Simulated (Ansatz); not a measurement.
InSb (Fm-3m, No. 225, 2 atoms in the cell; start mp-10149; a measured phase of this formula has another space group)

Method: PBEsol (Ansatz, a program for electronic structure, PAW).

Settings: plane-wave cutoff 500 eV, 12×12×12 k mesh, Fermi–Dirac smearing 0.05 eV, scalar-relativistic PAW data made under PBE.

Cell (relaxed at this level):

```cif
data_InSb
_chemical_formula_sum 'In1 Sb1'
_space_group_name_H-M_alt 'P 1'
_space_group_IT_number 1
_cell_length_a 4.26875
_cell_length_b 4.26875
_cell_length_c 4.26875
_cell_angle_alpha 60.000
_cell_angle_beta 60.000
_cell_angle_gamma 60.000
loop_
_space_group_symop_operation_xyz
  'x, y, z'
loop_
_atom_site_label
_atom_site_type_symbol
_atom_site_fract_x
_atom_site_fract_y
_atom_site_fract_z
_atom_site_occupancy
In1 In 0.00000 0.00000 0.00000 1
Sb1 Sb 0.50000 0.50000 0.50000 1
```

| Quantity | Result |
|---|---|
| band gap | zero (no gap) |

Note: the relaxation could not lower the start's symmetry, so the cell can be a saddle point above a distorted one.

Spin–orbit coupling is not included.

A start named mp-… is a Materials Project structure, which need not be a measured phase.
